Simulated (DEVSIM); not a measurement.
Structure: W/SiO2/p-GaAs capacitor, at 300 K.

```csv
layer (left to right),material,thickness (nm),Na (cm⁻³)
1,SiO2,28.0,-
2,GaAs,570,1.3e18
```

Metal gate on the left, work function 4.6 eV. Fixed charge at the semiconductor interface 0 cm⁻² (in units of +e); no interface traps.

Constants are typed, rounded textbook-type inputs, not results; the design itself was drawn at random and stands for no fabricated device. Values at 300 K.

| parameter | SiO2 | GaAs |
|---|---|---|
| gap (eV) | 9 | 1.424 |
| affinity (eV) | 0.9 | 4.07 |
| permittivity | 3.9 | 12.9 |
| Nc (cm⁻³) | - | 4.7e17 |
| Nv (cm⁻³) | - | 9e18 |

DEVSIM, 1D Poisson equation in equilibrium, Boltzmann statistics, complete ionisation; no quantum confinement or tunnelling. Metal contacts follow the ideal Schottky-Mott rule: no Fermi-level pinning, no interface dipoles.

The SiO2 thickness was swept, all else fixed.

```json
[
 {"SiO2 thickness (μm)": "0.011", "capacitance of the dielectric stack (μF/cm²)": "0.314", "minimum of the low-frequency capacitance (μF/cm²)": "0.159"},
 {"SiO2 thickness (μm)": "0.015", "capacitance of the dielectric stack (μF/cm²)": "0.230", "minimum of the low-frequency capacitance (μF/cm²)": "0.135"},
 {"SiO2 thickness (μm)": "0.02", "capacitance of the dielectric stack (μF/cm²)": "0.173", "minimum of the low-frequency capacitance (μF/cm²)": "0.112"},
 {"SiO2 thickness (μm)": "0.024", "capacitance of the dielectric stack (μF/cm²)": "0.144", "minimum of the low-frequency capacitance (μF/cm²)": "0.0993"},
 {"SiO2 thickness (μm)": "0.028", "capacitance of the dielectric stack (μF/cm²)": "0.123", "minimum of the low-frequency capacitance (μF/cm²)": "0.0887"},
 {"SiO2 thickness (μm)": "0.034", "capacitance of the dielectric stack (μF/cm²)": "0.102", "minimum of the low-frequency capacitance (μF/cm²)": "0.0766"}
]
```

From the first row to the last the capacitance of the dielectric stack goes from 0.314 to 0.102. From the first row to the last the minimum of the low-frequency capacitance goes from 0.159 to 0.0766.
